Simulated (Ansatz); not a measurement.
Short convergence ladders for the (110) slab of HgTe (cut from a parent of space group no. 216; 8 atoms in the cell)

```
HgTe
1.0
    6.42770     0.00000     0.00000
    0.00000     4.54507     0.00000
    0.00000     0.00000    20.81760
Hg Te
4 4
Cartesian
  0.00000   1.13627   9.27249
  3.21385   3.40880   7.00000
  0.00000   1.13627  13.81760
  3.21385   3.40880  11.54511
  1.60692   1.13627   7.00000
  4.82077   3.40880   9.27249
  1.60692   1.13627  11.54511
  4.82077   3.40880  13.81760
```

Base method: PBEsol, default PAW files made with PBE (plane waves; Ansatz, a program for electronic structure).

Base settings: basis.ecutwfc = 420 eV; kpoints.mp_grid.grid = 2 3 1; hamiltonian.xc = pbesol; hamiltonian.pseudopotentials = {kind: paw} (the program's default PAW files); scf.occupations.method = fermi_dirac; scf.occupations.width = 0.01 eV.

The count of work is k-points × plane waves × bands × iterations; it is no time. 

**The vacuum**

The mesh stays at the base's, so the ladder's end is converged at best in this setting alone.

Only quantities that move along the ladder and can be compared are tabulated; the gap is left out on so coarse a mesh.

```csv
vacuum between outermost atoms (Å),free energy less the last step's (meV/atom),largest difference of a force vector from the last step's (eV/Å),count of work / last
3.0,-46.11,0.947,0.40
4.0,1.67,0.192,0.29
5.0,3.21,0.027,0.32
6.0,0.93,0.006,0.35
7.0,0.19,0.002,0.33
8.0,0.02,0.001,0.35
10.0,-0.01,0.000,0.46
12.0,-0.01,0.000,0.51
14.0,0.00,0.000,0.56
17.0,-0.01,0.000,0.65
20.0,-0.01,0.000,0.73
25.0,0.00,0.000,0.87
30.0,0.00,0.000,1.0
```

Smallest vacuum between outermost atoms (Å) that holds the free energy within 5 meV/atom of the last step, with all finer ones: 4.0, at 0.29 of the last step's count of work; the step before is off by 46 meV/atom.

Smallest vacuum between outermost atoms (Å) that holds the forces within 0.01 eV/Å of the last step, with all finer ones: 6.0, at 0.35 of the last step's count of work; the step before is off by 0.027 eV/Å.

**The k-point mesh**

Only quantities that move along the ladder and can be compared are tabulated.

| kpoints.mp_grid.grid | free energy less the last step's (meV/atom) | largest difference of a force vector from the last step's (eV/Å) | count of work / last |
|---|---|---|---|
| 1 2 1 | 88.99 | 0.358 | 0.042 |
| 2 2 1 | 119.34 | 0.249 | 0.083 |
| 2 3 1 | 29.61 | 0.064 | 0.083 |
| 3 4 1 | 9.69 | 0.019 | 0.12 |
| 3 5 1 | 3.76 | 0.009 | 0.12 |
| 4 5 1 | 3.36 | 0.008 | 0.19 |
| 5 6 1 | 1.39 | 0.005 | 0.25 |
| 5 7 1 | 0.63 | 0.003 | 0.25 |
| 6 9 1 | 0.17 | 0.001 | 0.42 |
| 7 10 1 | 0.09 | 0.001 | 0.50 |
| 8 12 1 | 0.02 | 0.000 | 0.73 |
| 10 14 1 | 0.00 | 0.000 | 1.0 |

Coarsest kpoints.mp_grid.grid that holds the free energy within 5 meV/atom of the last step, with all finer ones: 3 5 1, at 0.12 of the last step's count of work; the step before is off by 9.7 meV/atom.

Two neighbours can agree and both be off: 3 5 1 and 4 5 1 differ by 0.40 meV/atom in the free energy, yet lie about 3.4 meV/atom from the last step.

**The plane-wave cutoff**

The mesh stays at the base's, so the ladder's end is converged at best in this setting alone.

Only quantities that move along the ladder and can be compared are tabulated; the gap is left out on so coarse a mesh.

```tsv
basis.ecutwfc	free energy less the last step's (meV/atom)	largest difference of a force vector from the last step's (eV/Å)	count of work / last
210 eV	6126.01	0.197	0.14
250 eV	1143.46	0.101	0.18
295 eV	126.49	0.023	0.21
355 eV	4.22	0.002	0.27
420 eV	1.59	0.001	0.35
505 eV	0.33	0.000	0.47
630 eV	0.08	0.000	0.65
840 eV	0.00	0.000	1.0
```

Coarsest basis.ecutwfc that holds the free energy within 5 meV/atom of the last step, with all finer ones: 355 eV, at 0.27 of the last step's count of work; the step before is off by 130 meV/atom.

Coarsest basis.ecutwfc that holds the forces within 0.005 eV/Å of the last step, with all finer ones: 355 eV, at 0.27 of the last step's count of work; the step before is off by 0.023 eV/Å.

On the base run: the starting cell has typed, rounded lattice constants, without a prior relaxation at this level. The slab is cut from that crystal, and its faces are unrelaxed. Its lattice was rescaled by up to half a per cent. Spin polarisation is off, though cut faces can carry moments; a gap of a slab can lie between surface states.

Left out of this page: 1 run of the series outside the window shown, repeating another row's setting, or not comparable.

Keys are those of Ansatz 0.2.
